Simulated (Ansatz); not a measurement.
TaAl (model structure, P4/mmm, No. 123, 2 atoms in the cell) was calculated with PBEsol (PAW; Ansatz, a quantum-chemistry and plane-wave program).

Numerical settings: plane-wave cutoff 520 eV, 20×20×14 k mesh (along the axes of the cell as run), Fermi–Dirac smearing 0.05 eV, scalar-relativistic PAW data made under PBE.

Cell (relaxed at this level):

```xyz
2
Lattice="2.8065 0.0000 0.0000 0.0000 2.8065 0.0000 0.0000 0.0000 4.1563" Properties=species:S:1:pos:R:3 pbc="T T T"
Ta     0.0000     0.0000     0.0000
Al     1.4032     1.4032     2.0782
```

Task: Estimate the bulk modulus B0 that the calculation returns.

Result: 
* **bulk modulus B0**: 166 GPa

The run finds no gap.

Note: the bulk modulus is −V dP/dV from two relaxed cells at ±2 % in volume; the relaxation could raise the start's symmetry but not lower it, so the cell can be a saddle point.

Spin–orbit coupling is not included.

The result took very roughly 50 core-seconds.

A model structure was made by putting elements into a prototype or built by hand; it is no filed structure, need not be a known phase, and can be a saddle point held by its symmetry.
